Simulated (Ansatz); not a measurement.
BaMgF₄ (Cmc2₁, No. 36, 12 atoms in the cell; start COD 2104453), treated with PBEsol (PAW; Ansatz, a first-principles code).

Settings: plane-wave cutoff 520 eV, 8×8×6 k mesh (along the axes of the cell as run), Fermi–Dirac smearing 0.01 eV, scalar-relativistic PAW data made under PBE.

Cell (relaxed at this level):

```yaml
crystal:
  lattice:
    - [2.04541, -7.28584, 0.00000]
    - [2.04541, 7.28584, 0.00000]
    - [0.00000, 0.00000, 5.82311]
  atoms:
    - { symbol: Ba, position: [0.84926, 0.15074, 0.04382] }
    - { symbol: Ba, position: [0.15074, 0.84926, 0.54382] }
    - { symbol: Mg, position: [0.41559, 0.58441, 0.50021] }
    - { symbol: Mg, position: [0.58441, 0.41559, 0.00021] }
    - { symbol: F, position: [0.92090, 0.07910, 0.48625] }
    - { symbol: F, position: [0.07910, 0.92090, 0.98625] }
    - { symbol: F, position: [0.47155, 0.52845, 0.18149] }
    - { symbol: F, position: [0.52845, 0.47155, 0.68149] }
    - { symbol: F, position: [0.33638, 0.66362, 0.77019] }
    - { symbol: F, position: [0.66362, 0.33638, 0.27019] }
    - { symbol: F, position: [0.30279, 0.69721, 0.30885] }
    - { symbol: F, position: [0.69721, 0.30279, 0.80885] }
```

Question: Give the computed band gap and bulk modulus B0.

Answer: 
band gap: 6.99 eV (on the SCF k mesh)
bulk modulus B0: 57.2 GPa

Note: the relaxation could not lower the start's symmetry, so the cell can be a saddle point above a distorted one; the bulk modulus is −V dP/dV from two relaxed cells at ±2 % in volume.

Spin–orbit coupling is not included.
